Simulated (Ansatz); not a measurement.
Consider Al in the fcc (Cu type) structure (space group Fm-3m, No. 225; relaxed with 0.1 eV smearing).

```
CELL_PARAMETERS angstrom
      0.00000     1.99683     1.99683
      1.99683     0.00000     1.99683
      1.99683     1.99683     0.00000
ATOMIC_POSITIONS crystal
  Al 0.00000 0.00000 0.00000
```

Cartesian axes are those of the cell as printed.

Level of theory: r2SCAN, PAW, 500 eV (Ansatz, a program for electronic structure; without spin-orbit coupling).

Before the change:

```
Quantity                        Result
-----------------------------  -------
Shortest interatomic distance  2.824 Å
Pressure                       0.0 GPa
```

Now apply this change: tensile biaxial strain of 1.00 % in the plane normal to [001], as in epitaxy on a mismatched substrate; the out-of-plane cell vector and the atoms relax.

Problem. What does the calculation give for the shortest interatomic distance, energy relative to the base and pressure after the change?

Solution. The shortest interatomic distance stays 2.824 Å; the energy rises by 1.2 meV/atom; the pressure (mean of the normal stresses, compression positive) goes from zero to -0.8 GPa.

Whether these cells are dynamically stable was not tested.
